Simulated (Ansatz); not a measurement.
Consider BeSe in the zinc blende structure (space group F-43m, No. 216).

```yaml
crystal:
  lattice:
    - [0.00000, 2.58883, 2.58883]
    - [2.58883, 0.00000, 2.58883]
    - [2.58883, 2.58883, 0.00000]
  atoms:
    - { symbol: Se, position: [0.75000, 0.75000, 0.75000] }
    - { symbol: Be, position: [0.00000, 0.00000, 0.00000] }
```

Calculations: Ansatz (a program for electronic structure), PBE, PAW, cutoff 420 eV, scalar-relativistic without spin-orbit coupling, earlier PAW set.

One change was made to it. Results:

The band gap drops by 0.509 eV, from 2.67 eV to 2.17 eV; the gap character stays indirect, Γ → X; the density rises by 0.94 g/cm³, from 4.21 g/cm³ to 5.15 g/cm³; the smallest direct gap rises by 0.72 eV, from 4.22 eV to 4.94 eV; the electron mass changes from 0.90 mₑ along k, 0.27 mₑ across (at X) to 0.80 mₑ along k, 0.24 mₑ across (at X).

Task: Which of these changes matches the shifts?
(A) pressure 22.5 GPa
(B) pressure −1 GPa
(C) pressure 9 GPa

Result: A, pressure 22.5 GPa. For comparison, the band gap in the other runs: pressure 9 GPa gives 2.45 eV; pressure −1 GPa gives 2.70 eV.

Load acts through the strain it causes; cell and atoms are relaxed under it. Effective masses come from finite differences of ±0.01 Å⁻¹. Along k means along the line from Γ to the band edge. Stability against distortions was not tested. Competing high-pressure phases were not computed.
